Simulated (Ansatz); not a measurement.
**SnS2, point defects**

Base system: a 12-atom supercell of SnS₂ in the CdI2 type structure (space group P-3m1, No. 164; a = 3.6694 Å, c = 5.8062 Å; layered, stacked along the Cartesian z axis) at its relaxed geometry.

One neutral defect a cell, atoms relaxed at fixed cell.

Computed with plane-wave PAW DFT at the PBE-D3(BJ) level (Ansatz, a quantum-chemistry and plane-wave program, 420 eV), no spin-orbit coupling.

| change | largest displacement of a host atom from its site in the perfect cell | pressure |
|---|---|---|
| perfect supercell | – | 0.0 GPa |
| Sn on a S site (antisite), symmetric start | 0.26 Å | 1.3 GPa |
| Zn on a Sn site, symmetric start | 0.07 Å | -1.5 GPa |
| S on a Sn site (antisite), symmetric start | 0.09 Å | -2.1 GPa |
| Fe on a Sn site | 0.24 Å | -2.6 GPa |
| S interstitial (started 2.32 Å from the nearest host atom) | (withheld) | (withheld) |

Complete the table.


- S interstitial (started 2.32 Å from the nearest host atom), largest displacement of a host atom from its site in the perfect cell: 0.61 Å
- S interstitial (started 2.32 Å from the nearest host atom), pressure: 5.2 GPa

Other magnetic orders, which the real material may have, were not ruled out. In so small a cell the defect repeats every few ångströms: this is an ordered compound, not a dilute defect. The mesh was chosen for an insulator and is coarse for the gapless case. Defects with a symmetric start kept the site's symmetry and may sit on a saddle; the others started slightly shaken. Starting moments died away, wholly or in part, for Sn on a S site (antisite), S on a Sn site (antisite) and S interstitial (started 2.32 Å from the nearest host atom); another magnetic solution may exist.
